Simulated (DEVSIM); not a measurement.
Device: Schottky contact on n-type In0.53Ga0.47As, at 300 K.

```tsv
layer (left to right)	material	thickness (μm)	Nd (cm⁻³)	τn (s)	τp (s)
1	In0.53Ga0.47As	9.10	1.4e16	6.4e-8	6.4e-8
```

Left contact: Schottky, work function 5.04 eV, emission velocity 2.6e6 cm/s. Right contact: ohmic. Voltage is applied to the left contact. Recombination: SRH at mid-gap. Mobility is constant in doping.

The device is made up for the run: typed textbook-type constants, with dimensions and the other settings drawn at random. Values at 300 K; Nc and Nv go as T^1.5, mobilities as T to minus their exponent, the gap by Varshni's rule with the affinity fixed.

```csv
parameter,In0.53Ga0.47As
gap (eV),0.74
affinity (eV),4.51
permittivity,13.9
Nc (cm⁻³),2.1e17
Nv (cm⁻³),7.7e18
μn (cm²/Vs),12000
μp (cm²/Vs),300
T exponent of μn,1.6
T exponent of μp,1.6
Varshni α (eV/K),0.00035
Varshni β (K),190
```

Model (solved in DEVSIM): 1D drift-diffusion, Boltzmann statistics, complete ionisation; no tunnelling, impact ionisation, image-force lowering or self-heating. Metal contacts follow the ideal Schottky-Mott rule: no Fermi-level pinning, no interface dipoles.

The temperature was swept, all else fixed.

```
temperature (K)  largest field in the device at zero bias (V/cm)  potential step across the device at zero bias (V)  dark forward voltage at 100 A/cm² (V)
---------------  -----------------------------------------------  -------------------------------------------------  -------------------------------------
250                                                        41000                                              0.478                                  0.393
300                                                        40000                                              0.460                                  0.360
350                                                        40000                                              0.441                                      …
400                                                        44000                                              0.422                                  0.287
450                                                        57000                                              0.401                                  0.248
500                                                        82000                                              0.381                                  0.207
```

**Question.** Fill in the missing entries.

**Answer.** 
- 350, dark forward voltage at 100 A/cm² (V): 0.324
